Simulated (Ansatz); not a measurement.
Pair distribution function (total) of Au (fcc), cell Au32, started from the crystal [in the run: it stayed crystalline; mean temperature 713 K (target 670 K); density 17.51 g/cm³, volume +10 % from the start crystal's; one k-point, which a denser mesh shifts by -0.6 GPa in pressure and 0.10 eV/Å in forces], from MD at 713 K. All values below come from r2SCAN (plane waves, PAW; Ansatz, an electronic-structure program). Volume per atom 18.68 Å³, mean pressure 0.4 GPa. 

(r (Å), g(r)): (1.86, 0.00); (1.90, 0.00); (1.94, 0.00); (1.98, 0.00); (2.02, 0.00); (2.06, 0.00); (2.10, 0.00); (2.14, 0.00); (2.18, 0.00); (2.22, 0.00); (2.26, 0.00); (2.30, 0.00); (2.34, 0.00); (2.38, 0.00); (2.42, 0.00); (2.46, 0.01); (2.50, 0.05); (2.54, 0.19); (2.58, 0.47); (2.62, 0.84); (2.66, 1.55); (2.70, 2.40); (2.74, 2.87); (2.78, 3.55); (2.82, 3.96); (2.86, 3.92); (2.90, 3.78); (2.94, 3.59); (2.98, 3.51); (3.02, 2.93); (3.06, 2.65); (3.10, 2.30); (3.14, 1.97); (3.18, 1.63); (3.22, 1.42); (3.26, 1.23); (3.30, 1.02); (3.34, 0.89); (3.38, 0.76); (3.42, 0.67); (3.46, 0.53); (3.50, 0.46); (3.54, 0.37); (3.58, 0.35); (3.62, 0.29); (3.66, 0.36); (3.70, 0.28); (3.74, 0.27); (3.78, 0.35); (3.82, 0.34); (3.86, 0.37); (3.90, 0.40); (3.94, 0.47); (3.98, 0.52); (4.02, 0.53); (4.06, 0.58); (4.10, 0.69); (4.14, 0.66); (4.18, 0.69)

Task: State where the first shell ends and the number of neighbours in it.

Result: first minimum near 3.7 Å (g down to about 0.27); 12.2 neighbours in the shell, from n = 4πρ∫r²g(r)dr.
